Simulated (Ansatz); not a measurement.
Ansatz (an electronic-structure program) run on LaPt (Cmcm, 4 atoms in the cell): self-consistent single point

Level of theory: LDA (PW92), default PAW files made with PBE (plane waves; Ansatz).

Input:

Ansatz 0.2 input:
```yaml
crystal:
  lattice:
    - [2.002468, -5.610830, 0.000000]
    - [2.002468, 5.610830, 0.000000]
    - [0.000000, 0.000000, 4.569042]
  atoms:
    - { symbol: La, position: [0.864380, 0.135620, 0.750000] }
    - { symbol: La, position: [0.135620, 0.864380, 0.250000] }
    - { symbol: Pt, position: [0.591200, 0.408800, 0.750000] }
    - { symbol: Pt, position: [0.408800, 0.591200, 0.250000] }
basis:
  ecutwfc: 30.9 Ry
kpoints:
  mp_grid:
    grid: [9, 9, 7]
hamiltonian:
  xc: lda
  pseudopotentials:
    kind: paw
scf:
  occupations:
    method: gaussian
    width: 0.0073 Ry
output:
  forces: true
  eigenvalues: true
  stress: true
```

Log, with long lists cut:

```
WARN ansatz: RAYON_NUM_THREADS=1 ignored (pool sized by the plan → 1); use --threads N
Pseudopotentials: kind: paw
Pseudopotential: La, paw, valence charge 11
Pseudopotential: Pt, paw, valence charge 18
Crystal: 4 atoms, lattice volume = 102.671 Å³
Basis set: ecut = 420.4159175005146 eV, 2023 PW (Γ)
Bands: 35, of which v1, the nominal top of the filled ones, is band 29 counted from 1 (28 counted from 0)
Symmetry: 8 space group operations
Space group: Cmcm (ITA 63), of the structure as read, at distance tolerance 4.7e-5 Å
k-points: 100 of 567
PAW frozen core: La, regenerated for the run's functional, and the local potential with it
PAW frozen core: Pt, regenerated for the run's functional, and the local potential with it
Initial density: superposition of atomic densities (neutral atoms: chi_scale 0, normalization atom), corrected by the library's trained network
Initial wavefunctions: pseudopotential atomic-orbital guess
Eigensolver: davidson
Functional: x = slater, c = lda
SCF iter   1: F=—  HF=-36646.569032 eV  |F-HF|=—  |Δ(HF+E_count)|=         —  Δρ=4.95e-3  dr2=1.73e-2  ethr=1.77e-3  ⟨swp⟩=7.1  Hψ=15576  notcnv=0
all-band conjugate gradients solve this SCF's bands
preconditioner: auto → Kerker (q_TF=auto, 2.481 Å⁻¹)
SCF iter   2: F=—  HF=-36646.566115 eV  |F-HF|=—  |Δ(HF+E_count)|=   2.92e-3  Δρ=2.44e-3  dr2=3.97e-3  ethr=2.99e-5  ⟨swp⟩=3.0  Hψ=7723  notcnv=0  defer=99
SCF iter   3: F=—  HF=-36646.565577 eV  |F-HF|=—  |Δ(HF+E_count)|=   5.38e-4  Δρ=9.14e-4  dr2=8.49e-4  ethr=6.84e-6  ⟨swp⟩=1.8  Hψ=4428  notcnv=0  defer=99
SCF iter   4: F=—  HF=-36646.565468 eV  |F-HF|=—  |Δ(HF+E_count)|=   1.09e-4  Δρ=1.80e-4  dr2=6.51e-5  ethr=1.46e-6  ⟨swp⟩=2.4  Hψ=5641  notcnv=0  defer=99
SCF iter   5: F=—  HF=-36646.565464 eV  |F-HF|=—  |Δ(HF+E_count)|=   4.52e-6  Δρ=4.13e-5  dr2=4.41e-6  ethr=1.12e-7  ⟨swp⟩=2.5  Hψ=5762  notcnv=0  defer=98
SCF iter   6: F=—  HF=-36646.565463 eV  |F-HF|=—  |Δ(HF+E_count)|=   7.25e-7  Δρ=1.33e-5  dr2=2.36e-7  ethr=7.60e-9  ⟨swp⟩=2.2  Hψ=5746  notcnv=0  defer=98
SCF iter   7: F=-36646.565463 eV  HF=-36646.565463 eV  |F-HF|=4.80e-9  |Δ(HF+E_count)|=   1.68e-8  Δρ=3.37e-6  dr2=1.26e-8  ethr=1.72e-10  ⟨swp⟩=14.2  Hψ=18158  notcnv=0
SCF 1 converged in 7 iterations: F = -36646.565463 eV  dr2 = 1.26e-8
SCF converged after 7 iterations
Free energy (F): -36646.565463 eV
Harris-Foulkes:  -36646.565463 eV  (|F-HF|=4.80e-9)
Internal energy: -36646.551681 eV  (E = F + TS)
E sigma→0 (E₀):  -36646.558572 eV
Entropy (-TS):   -0.013782 eV (-3.445 meV/atom)
Fermi energy:    14.482472 eV
--- Per-component energies (eV) ---
  E_band       = -586.904154
  E_kinetic    = 1664.077037
  E_local      = -5357.312232  (includes V_loc(G=0)·N_el)
  E_nonlocal   = 614.072085
  E_hartree    = 2061.755900
  E_xc         = -797.920367
  E_vxc        = -900.790290  (∫ρ·V_xc dr)
  E_paw        = -28846.054112  (= ΣΔE_a)
  E_vpaw       = -730.468965  (= ΣTr[D̂ρ^β])
  E_aug_tail   = 0.000353  (compensation charges beyond the density's cutoff)
  E_ewald      = -5986.743517
  E_core_change = 1.573172  (= ΣΔE_core)
  E_smearing   = -0.013782  (= −TS)
  E_closure    = -0.000000  (closes the sum)
  Σ components = -36646.565463   (vs F -36646.565463, Δ=0.00e0)
--- Forces (eV/Å), atoms counted from 1 ---
  atom   1  La     0.00000000    -0.14116806    -0.00000000
  atom   2  La     0.00000000     0.14116806     0.00000000
  atom   3  Pt     0.00000000     0.05463068    -0.00000000
  atom   4  Pt     0.00000000    -0.05463068     0.00000000
  max |Σ_I F_I| component: 6.94e-18 eV/Å
--- Stress (GPa, compression-positive) ---
       -6.583222       0.000000       0.000000
        0.000000      -7.062039      -0.000000
        0.000000      -0.000000      -7.068550
  P = ⅓ Tr σ = -6.9046 GPa (-69.046 kbar)
  The stress holds the Pulay correction. Without it, at fixed plane waves, as pw.x and ABINIT print it: P = -6.9195 GPa
--- Band table (eV; the first three rows and the last of 100) ---
  k-point 0: bands = ["-83.8808", "-83.8785", "-38.0254", "-38.0098", "-37.9922", "-37.9853", "-37.9844", "-37.9781", "-18.1330", "-18.0064", "-2.2184", "-1.9566", "-1.6271", "-1.5237", "-1.5175", "-1.4597", "8.4499", "9.9398", "10.2187", "10.3677", [...]
  k-point 1: bands = ["-83.8807", "-83.8786", "-38.0253", "-38.0116", "-37.9918", "-37.9856", "-37.9831", "-37.9778", "-18.1249", "-18.0107", "-2.1818", "-1.9767", "-1.6277", "-1.5857", "-1.5347", "-1.4975", "8.6948", "10.0065", "10.1592", [...]
  k-point 2: bands = ["-83.8804", "-83.8789", "-38.0248", "-38.0157", "-37.9909", "-37.9866", "-37.9805", "-37.9772", "-18.1029", "-18.0239", "-2.0789", "-2.0095", "-1.7451", "-1.6264", "-1.6037", "-1.5623", "9.3293", "10.0861", "10.4053", [...]
  k-point 99: bands = ["-83.8799", "-83.8794", "-38.0233", "-38.0202", "-37.9895", "-37.9879", "-37.9780", "-37.9770", "-18.0601", "-18.0549", "-2.3199", "-2.2872", "-1.6241", "-1.5744", "-1.5231", "-1.4969", "10.5978", "10.6750", "10.9034", [...]
```

The run converged in 7 iterations.

The starting cell comes from a database of computed structures (which also holds hypothetical and non-ambient phases and stackings), without a prior relaxation at this level. Its lattice was rescaled by up to half a per cent. Spin-orbit coupling is off. Spin polarisation is off. With a pressure of about -7 GPa the cell is away from its equilibrium volume at this level. Ansatz's pressure includes its estimate of the finite-basis (Pulay) stress.
